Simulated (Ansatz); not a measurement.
System: GaAs (model structure, started from the NiAs type, P6₃/mmc, No. 194, 4 atoms in the cell). Method: r²SCAN (plane waves, PAW; Ansatz, an electronic-structure program).

Numerical settings: plane-wave cutoff 560 eV, 18×18×10 k mesh (along the axes of the cell as run), Fermi–Dirac smearing 0.05 eV, scalar-relativistic PAW data made under PBE.

Cell (relaxed at this level):

```
CELL_PARAMETERS angstrom
      3.73828     0.00000     0.00000
     -1.86914     3.23745     0.00000
      0.00000     0.00000     6.31296
ATOMIC_POSITIONS crystal
  Ga 0.00000 0.00000 0.00000
  Ga 0.00000 0.00000 0.50000
  As 0.33333 0.66667 0.25000
  As 0.66667 0.33333 0.75000
```

Give the computed bulk modulus B0.


bulk modulus B0: 79.5 GPa

The run finds no gap.

Note: the bulk modulus is −V dP/dV from two relaxed cells at ±2 % in volume; the relaxation could raise the start's symmetry but not lower it, so the cell can be a saddle point.

A model structure was made by putting elements into a prototype or built by hand; it is no filed structure, need not be a known phase, and can be a saddle point held by its symmetry.
